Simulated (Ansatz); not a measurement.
**Effect of electrons 2.0×10^21 cm⁻³ on GaCuSe2**

Consider GaCuSe$_{2}$ in the chalcopyrite structure (space group I-42d, No. 122; a = 5.608 Å, c = 11.096 Å).

Perturbation: 0.349 electrons added to each cell, a density of 2.0×10^21 cm⁻³, with a uniform compensating background at fixed cell and a 300 K Fermi–Dirac width.

Computed with r2SCAN (Ansatz, an electronic-structure program, PAW, no spin-orbit coupling), earlier PAW set. Γ-centred 12×12×12 mesh, Fermi–Dirac width 0.0259 eV.

The gap between the host's bands falls by 0.06 eV (0.57 eV → 0.51 eV) and the gap character is still direct at Γ. The largest internal atomic displacement amounts to 0.017 Å and the Fermi level relative to the doped band's edge (positive inside the band; to 0.05 eV) is +1.10 eV.

Cost of the whole job for the changed cell (relaxation, final SCF and bands): very roughly 23 core-minutes.

Carriers are added with a uniform compensating background; total energy and stress of such cells depend on the potential's zero and are not compared; many-body gap narrowing is missing at this level. No phonon test of stability was made. The final runs are not spin-polarised.
